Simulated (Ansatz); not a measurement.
# HfSiO4 (I4₁/amd, No. 141, 12 atoms in the cell; start mp-4609)

Level of theory: HSE06 (Ansatz, a quantum-chemistry and plane-wave program, PAW).

Run with plane-wave cutoff 460 eV, 6×6×6 k mesh, Fermi–Dirac smearing 0.01 eV, scalar-relativistic PAW data made under PBE.

Cell (relaxed with PBEsol):

HfO₄Si has the tetragonal space group I4₁/amd, origin choice 1 (No. 141), Pearson symbol tI24. Conventional cell: a = b = 6.5834 Å, c = 5.9666 Å, α = β = γ = 90.00°. Hf on 4a sees 4 O at 2.115 Å and 4 O at 2.254 Å. Si on 4b is surrounded by 4 O at 1.630 Å (tetrahedral). O on 16h is coordinated by 1 Si at 1.630 Å and 1 Hf at 2.115 Å and 1 Hf at 2.254 Å. (Neighbours: up to the widest gap in distance over summed covalent radii, below 1.35, at either atom; cation-cation and far metal-metal contacts left out.)
(The calculation used a cell of 12 atoms; values per cell refer to that cell.)

For HfSiO4 (I4₁/amd, No. 141, 12 atoms in the cell; start mp-4609), the band gap comes out as 7.30 eV, the smallest direct gap on the k points sampled is 7.69 eV and the direct gap at Γ is 7.75 eV.

Note: cell and atoms aren't relaxed at this level (largest force component 0.36 eV/Å, pressure -0.3 GPa).

Spin–orbit coupling is not included.

A start named mp-… is a Materials Project structure, which need not be a measured phase.
